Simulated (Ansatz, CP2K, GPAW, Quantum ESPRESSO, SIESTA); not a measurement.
# One structure in several programs: PtAl2 (Fm-3m, 3 atoms in the cell)

Self-consistent single point.

```xyz
3
Lattice="0.0000 2.9763 2.9763 2.9763 0.0000 2.9763 2.9763 2.9763 0.0000" Properties=species:S:1:pos:R:3 pbc="T T T"
Al     1.4881     1.4881     1.4881
Al     4.4644     4.4644     4.4644
Pt     0.0000     0.0000     0.0000
```

All programs got the same cell, k-point mesh and kind of occupations (in Ansatz's words: kpoints.mp_grid.grid = 7 7 7; scf.occupations.method = fermi_dirac; scf.occupations.width = 0.1 eV); potentials, basis and cutoffs are each program's usual ones.

```tsv
code	model	pressure (GPa)	k-points	cutoff
GPAW	PBE, GPAW PAW datasets PBE (gpaw-data 1.0.1)	0.04	20	600 eV
SIESTA	GGA PBE, numerical atomic orbitals DZP, PseudoDojo PBE standard norm-conserving potentials (rewritten from UPF to PSML)	0.03	172	grid 350 Ry
Ansatz	PBE, default PAW files	-0.44	20	default
Quantum ESPRESSO	PBE, PSlibrary ultrasoft (PBE) pseudopotentials	-0.15	20	45 Ry
CP2K	PBE, GPW, DZVP-MOLOPT-SR-GTH basis, GTH-PBE potentials (GTH_POTENTIALS)	-0.46	172	grid 500 Ry
```

The spread over the programs that give each value: pressure within 0.50 GPa.

The starting cell has typed, rounded lattice constants, without a prior relaxation at this level. Its lattice was rescaled by a random factor within 2.5 % of one. On Ansatz's run: Spin-orbit coupling is off. Spin polarisation is off.

### Question
Why do the programs differ, and what cannot be compared?

### Answer
Differences of this kind can come from the potentials, where these differ, and from what each basis and cutoff leave unconverged. The valence holds different numbers of electrons (GPAW 22, SIESTA 24, Ansatz (a first-principles code) 24, Quantum ESPRESSO 16, CP2K 24). The zero of total energies and Fermi levels follows the potentials and each program's conventions, so they are not compared here. SIESTA and CP2K use small atom-centred bases, whose incompleteness enters pressures, forces and empty levels differently from a plane-wave cutoff. Ansatz's pressure is given at a fixed set of plane waves, as the other plane-wave codes print theirs; with its correction for the finite basis it is -0.39 GPa. The programs reduce the same mesh by symmetry to different extents, which changes the work and not the result.

Left out of this page: ABINIT (with a known weakness of the program); Elk and FLEUR (not drawn, or without a comparable value).

Keys are those of Ansatz 0.2.
